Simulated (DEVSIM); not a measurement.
# abrupt Ge n-p junction

System: abrupt Ge n-p junction, at 300 K.

```
layer (left to right)  material  thickness (μm)  Nd (cm⁻³)  Na (cm⁻³)  τn (s)  τp (s)
---------------------  --------  --------------  ---------  ---------  ------  ------
1                            Ge            3.40     1.2e15          -  1.6e-5  4.8e-7
2                            Ge            18.0          -     3.1e14  1.6e-5  1.6e-5
```

Left contact: ohmic. Right contact: ohmic. Voltage is applied to the left contact. Recombination: SRH at mid-gap, radiative, Auger. Mobility is μmin + (μ − μmin)/(1 + (N/Nref)^α).

This is a model device: material constants are rounded textbook-type values typed into the input, and sizes, dopings and lifetimes were drawn at random. Values at 300 K.

```
parameter           Ge
-------------  -------
gap (eV)         0.664
affinity (eV)        4
permittivity        16
Nc (cm⁻³)      1.04e19
Nv (cm⁻³)         6e18
μn (cm²/Vs)       3900
μp (cm²/Vs)       1900
μn,min             150
μp,min             100
Nref,n          2.6e17
Nref,p            4e17
αn                0.56
αp                 0.6
B (cm³/s)      6.4e-14
Cn (cm⁶/s)       1e-31
Cp (cm⁶/s)       1e-31
```

Model (solved in DEVSIM): 1D drift-diffusion, Boltzmann statistics, complete ionisation; no tunnelling, impact ionisation, image-force lowering or self-heating.

```
Property                                           Value
---------------------------------------------  ---------
Potential step across the device at zero bias    0.175 V
Largest field in the device at zero bias       2800 V/cm
Dark forward voltage at 1 A/cm²                  0.108 V
Dark forward voltage at 100 A/cm²                0.449 V
```

Dark forward current:

| V (V) | J (A/cm²) |
|---|---|
| -0.05 | -0.12 |
| -0.15 | -3.3 |
| -0.20 | -9.0 |
| -0.30 | -33 |
| -0.40 | -74 |
| -0.45 | -100 |
| -0.55 | -170 |
| -0.65 | -250 |
| -0.75 | -340 |
| -0.80 | -390 |
| -0.90 | -490 |
| -1.00 | -600 |
| -1.05 | -660 |
| -1.15 | -780 |
